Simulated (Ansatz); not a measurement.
What pressure −1 GPa does to ZnF2

Start from ZnF2 in the rutile structure (space group P4_2/mnm, No. 136; a = 4.8011 Å, c = 3.1749 Å).

Modification: a negative pressure, −1 GPa.

Method: PBE, PAW, 420 eV (Ansatz, a quantum-chemistry and plane-wave program; no spin-orbit coupling). Settings: 7×7×10 k-points, 0.05 eV Fermi–Dirac smearing.

```tsv
quantity	base	changed	shift
volume per atom	12.20 Å³	12.33 Å³	+0.13 Å³
lattice parameter a	4.801 Å	4.824 Å	+0.023 Å
c/a ratio	0.661	0.659	-0.002
shortest interatomic distance	2.067 Å	2.073 Å	+0.006 Å
enthalpy H = E + PV relative to the base's energy	–	-0.08 eV/atom	–
band gap	3.52 eV	3.51 eV	-0.016 eV
gap character	indirect, R → Γ	indirect, R → Γ	–
smallest direct gap	3.53 eV	3.53 eV	0.00 eV
width of the top valence band	1.09 eV	1.05 eV	-0.033 eV
electron mass	0.41 mₑ along c, 0.45 mₑ across (at Γ)	0.41 mₑ along c, 0.45 mₑ across (at Γ)	–
```

Final structure:

```
CELL_PARAMETERS angstrom
      4.82446     0.00000     0.00000
      0.00000     4.82446     0.00000
      0.00000     0.00000     3.17894
ATOMIC_POSITIONS crystal
  Zn 0.00000 0.00000 0.00000
  Zn 0.50000 0.50000 0.50000
  F  0.30488 0.30488 0.00000
  F  0.80488 0.19512 0.50000
  F  0.19512 0.80488 0.50000
  F  0.69512 0.69512 0.00000
```

Load acts through the strain it causes; cell and atoms are relaxed under it. Masses are band curvatures over ±0.01 Å⁻¹ around the edge. Whether these cells are dynamically stable was not tested.
